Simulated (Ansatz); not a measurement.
Input:

```xyz
3
Lattice="0.0000 2.0895 2.0895 2.0895 0.0000 2.0895 2.0895 2.0895 0.0000" Properties=species:S:1:pos:R:3 pbc="T T T"
Be     1.0448     1.0448     1.0448
Be     3.1343     3.1343     3.1343
C      0.0000     0.0000     0.0000
```

No spin polarisation.

Level of theory: PBEsol in Ansatz (plane waves to 420 eV, PAW, scalar-relativistic without spin-orbit coupling). k-mesh 13×13×13 (Γ-centred); smearing 0.05 eV (Fermi–Dirac).

**Question.** Predict the gap character.

**Answer.** Indirect, Γ → X.

**Question.** What is the computed band gap?

**Answer.** 1.12 eV.

Load acts through the strain it causes; cell and atoms are relaxed under it. No phonon test of stability was made. No other phases were tried under pressure. The cell was made from Be₂C (space group Fm-3m, No. 225) by this change: pressure 22.5 GPa.

Ansatz is a quantum-chemistry and plane-wave program.
